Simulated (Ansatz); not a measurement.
Pressure series in BN

The reference is BN (space group P4_2/mnm, No. 136; a = 4.3988 Å, c = 2.5384 Å; a model cell, its experimental status unchecked).

Cell and atoms are relaxed at each pressure.

Calculations: PBEsol (Ansatz, an electronic-structure program, PAW, spin-orbit coupling left out).

```tsv
P (GPa)	V (Å³/atom)
-2.00	6.174
-1.00	6.157
0.30	6.135
0.69	6.128
1.50	6.114
3.00	6.089
5.00	6.057
7.50	6.018
10.00	5.979
```

Question: Fit a third-order Birch–Murnaghan equation of state.

Answer: Least squares on P(V) = (3B₀/2)[(V₀/V)^(7/3) − (V₀/V)^(5/3)]·[1 + (3/4)(B₀′ − 4)((V₀/V)^(2/3) − 1)] gives V₀ = 6.14 Å³/atom, B₀ = 360 GPa and B₀′ = 3.6.

Between the base and pressure 10 GPa the gap moves from 4.58 eV to 4.54 eV, a mean slope of -3.5 meV/GPa.

Load acts through the strain it causes; cell and atoms are relaxed under it. Stability against distortions was not tested. No other phases were tried under pressure.
